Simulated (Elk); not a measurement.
Input and output of a self-consistent single point for BaTe (Fm-3m, 2 atoms in the cell) (Elk).

Level of theory: PBE, all-electron FP-LAPW, Elk's shipped species files, APW+lo basis with extra local orbitals (Elk).

```xyz
2
Lattice="0.0000 3.5000 3.5000 3.5000 0.0000 3.5000 3.5000 3.5000 0.0000" Properties=species:S:1:pos:R:3 pbc="T T T"
Ba     0.0000     0.0000     0.0000
Te     3.5000     3.5000     3.5000
```

Reference input (self-consistent single point, DFT, PBE, all-electron FP-LAPW, Elk's shipped species files, APW+lo basis with extra local orbitals): xctype = 20; rgkmax = 7.5; swidth = 0.000367493 Ha; ngridk = 8 8 8; gmaxvr = 14 1/bohr; nxlo = 2; lorbcnd = true; lmaxi = 3; maxscl = 100. This run's input differs from it in these lines:

```diff
@@ -45,3 +45,3 @@
 ngridk
-  8 8 8
+  4 4 4
```

Log, with long lists cut:

```
│ Self-consistent loop started │
│ Loop number : 1 │
 total energy                :     -14948.1857673
│ Loop number : 2 │
 total energy                :     -14948.0882608
RMS change in Kohn-Sham potential (target) :   0.1007450234     (  0.1000000000E-05)
Absolute change in total energy (target)   :   0.9750653835E-01 (  0.1000000000E-03)
│ Loop number : 3 │
 total energy                :     -14946.4385156
RMS change in Kohn-Sham potential (target) :   0.8587124950E-01 (  0.1000000000E-05)
Absolute change in total energy (target)   :    1.674121815     (  0.1000000000E-03)
│ Loop number : 4 │
   [... lines left out ...]
Absolute change in total energy (target)   :   0.1317304386E-02 (  0.1000000000E-03)
│ Loop number : 13 │
 total energy                :     -14936.5845277
RMS change in Kohn-Sham potential (target) :   0.1966066387E-06 (  0.1000000000E-05)
Absolute change in total energy (target)   :   0.3150197881E-03 (  0.1000000000E-03)
│ Loop number : 14 │
 total energy                :     -14936.5845246
RMS change in Kohn-Sham potential (target) :   0.5140263199E-07 (  0.1000000000E-05)
Absolute change in total energy (target)   :   0.8178648750E-04 (  0.1000000000E-03)
Convergence targets achieved

│ Loop number : 15 │

Energies :
 Fermi                       :     0.158905811109
 total energy                :     -14936.5845252

Density of states at Fermi energy :   0.2721317491E-06
 (states/Hartree/unit cell)

Estimated indirect band gap :   0.5868802439E-01
 from k-point      1 to k-point      7
Estimated direct band gap   :   0.7160168486E-01
 at k-point      7

Charges :
 core                        :    72.00000000
 valence                     :    36.00000000
 interstitial                :    4.289103099
 muffin-tins (core leakage)
  species :    1 (Ba)
   atom    1                 :    53.65396628     (  0.5290557603E-05)
  species :    2 (Te)
   atom    1                 :    50.05693062     (  0.4054659545E-03)
 total in muffin-tins        :    103.7108969
 total calculated charge     :    107.9952037
 total charge                :    108.0000000
 error                       :   0.4796348621E-02

│ Self-consistent loop stopped │
```

The run converged in 15 iterations. The count includes the last loop, which Elk runs after its targets are met. Against the reference run the free energy rises by 3.5 meV/atom and the gap on the mesh hardly changes (1.603 to 1.597 eV).

The starting cell has typed, rounded lattice constants, without a prior relaxation at this level. Spin-orbit coupling is off. Values depend on the basis (sphere radii, cutoffs, local orbitals), which need not be converged.
